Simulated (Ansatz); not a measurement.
Functionals compared on the (32-50) surface of hcp Re in its 1x1 cell, outermost plane spacing 0.18 Å in the ideal cut, in Ansatz (plane waves, PAW). The structure was relaxed with PBE; the other rows are single points on it. Cutoff 420 eV (500 eV for r2SCAN).

Model: 40-atom slab, 10.7 Å thick at the start, 9x3x1 mesh, Fermi-Dirac 0.1 eV, dipole correction, all atoms relaxed; symmetry of the start imposed; no spin, no spin-orbit, no U. These notes are the PBE run's.

```tsv
functional	work function of the top face (eV)	rough cost of the single point
PBE	4.51	–
LDA	4.81	about 7 core-minutes (a rough figure)
PBEsol	4.61	roughly 7 core-minutes
RPBE	4.37	around 7 core-minutes (rough)
r2SCAN	___	very roughly 13 core-minutes
```

Task: What belongs in the gaps?

Result: 
- r2SCAN, work function of the top face (eV): 4.56

Ansatz is a first-principles code.
